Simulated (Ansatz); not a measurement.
Worked example: relaxation of the atoms of Zr2Sn (P-62m, 6 atoms in the cell) in Ansatz (a program for electronic structure).

Method: PBEsol, default PAW files made with PBE (plane waves; Ansatz).

```
Zr2Sn
1.0
    5.65121     0.00000     0.00000
   -2.82560     4.89409     0.00000
    0.00000     0.00000     4.95237
Zr Sn
4 2
Direct
  0.64909   0.64909   0.50000
  0.00000   0.35091   0.50000
  0.35091   0.00000   0.50000
  0.00000   0.00000   0.00000
  0.66667   0.33333   0.00000
  0.33333   0.66667   0.00000
```

Reference input (self-consistent single point, DFT, PBEsol, plane waves, default PAW files made with PBE): basis.ecutwfc = 420 eV; kpoints.mp_grid.grid = 9 9 9; hamiltonian.xc = pbesol; hamiltonian.pseudopotentials = {kind: paw} (the program's default PAW files); scf.occupations.method = gaussian; scf.occupations.width = 0.2 eV. This run's input differs from it in these lines:

```diff
@@ -25,2 +25,3 @@
     width: 0.2 eV
+relax: {}
 output:
```

Output, abridged:

```
   [... SCF lines of the steps left out ...]
relax step   1: F+E_penalty+E_count = -28416.35463912 eV  Δ(F+E_penalty+E_count) = +0.000e0 eV  max|allowed force component| = 5.191e-2 eV/Å  Δτ_max = 0.0000 Å  (6 SCF iters, dr2 threshold 2.50e-6 eV, accepted)
relax step   2: F+E_penalty+E_count = -28416.35604107 eV  Δ(F+E_penalty+E_count) = -1.402e-3 eV  max|allowed force component| = 8.629e-3 eV/Å  Δτ_max = 0.0157 Å  (6 SCF iters, dr2 threshold 1.68e-7 eV, accepted)
relax step   3: F+E_penalty+E_count = -28416.35604107 eV  Δ(F+E_penalty+E_count) = -8.804e-10 eV  max|allowed force component| = 8.643e-3 eV/Å  Δτ_max = 0.0000 Å  (2 SCF iters, accepted)
the relaxation is at rest under the 12 symmetry operations that the run kept from its start: a minimum is not shown …
Stability not checked: this state was not tested for a lower state beside it, because too few of the mixer's solves of this state at the end of the SCF gave a …
Free energy (F): -28416.356041 eV
Internal energy: -28416.228135 eV  (E = F + TS)
E sigma→0 (E₀):  -28416.292088 eV
Entropy (-TS):   -0.127906 eV (-21.318 meV/atom)
Fermi energy:    13.823263 eV
--- Forces (eV/Å), atoms counted from 1 ---
  atom   1  Zr    -0.00432157    -0.00748518     0.00000000
   [... lines left out ...]
    - { symbol: Zr, position: [0.0, 0.35368455011051114, 0.49999999999999994] }
    - { symbol: Zr, position: [0.35368455011051114, -8.744921449744029e-36, 0.49999999999999994] }
    - { symbol: Zr, position: [2.5284868957648203e-34, 4.372460724872014e-35, 0.0] }
    - { symbol: Sn, position: [0.6666666666666666, 0.3333333333333333, 0.0] }
    - { symbol: Sn, position: [0.3333333333333333, 0.6666666666666666, 0.0] }
```

The run converged. 

Summary of the result:
Free energy E − TS (on the zero of these files): -28416.3560 eV
Fermi level (on the code's own zero): 13.82 eV
Pressure: -4.01 GPa
Largest force (vector length): 0.009 eV/Å
Relaxation steps: 3

The starting cell comes from a database of computed structures (which also holds hypothetical and non-ambient phases and stackings), without a prior relaxation at this level. The relaxation keeps the symmetry of its start, so its end need not be a minimum. Ansatz's pressure includes its estimate of the finite-basis (Pulay) stress.

Cost on one core of a shared machine: roughly 70 s.

Keys are those of Ansatz 0.2.
